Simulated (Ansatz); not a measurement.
An Ansatz (a first-principles code) input (Kohn–Sham DFT with the PBE functional, run in Ansatz with PAW and 420 eV plane waves, no SOC):

Ansatz 0.2 input:
```yaml
crystal:
  lattice:
    - [4.1962483534, 0, 0]
    - [-2.0981241767, 3.6340576747, 0]
    - [0, 0, 6.6246315925]
  atoms:
    - { symbol: Cd, position: [0.6666666667, 0.3333333333, 0.4997682887] }
    - { symbol: Cd, position: [0.3333333333, 0.6666666667, 0.9997682887] }
    - { symbol: S, position: [0.6666666667, 0.3333333333, 0.1232317113] }
    - { symbol: S, position: [0.3333333333, 0.6666666667, 0.6232317113] }
basis: { ecutwfc: 420, ecutrho_ratio: 4, xc_grid: 2, fft_grid_basis: typed }
kpoints: { mp_grid: { grid: [9, 9, 5] } }
hamiltonian:
  xc: pbe
  dispersion: none
  pseudopotentials: { kind: paw }
scf: { occupations: { method: fermi_dirac, width: 0.05 }, convergence: { dr2_threshold: 0.0000000004 } }
relax: { f_tol: 0.005, max_steps: 50 }
output: { forces: true, stress: true }
checkpoint: { write: state.ck, write_every: 1000 }
```

Question: Which symmetry and how many k-points will the program report, and about how many plane waves at Γ?

Answer: Space group P63mc (ITA 186) with 12 operations, k-points 36 of 405, and 1925 plane waves at Γ.

Question: And the final pressure?

Answer: 1.71 GPa (compression positive).

The cells carry an imposed strain or load. Stability against distortions was not tested. The cell was made from CdS in the wurtzite structure (space group P6_3mc, No. 186) by this change: uniaxial strain ε_zz = −3.00 %.
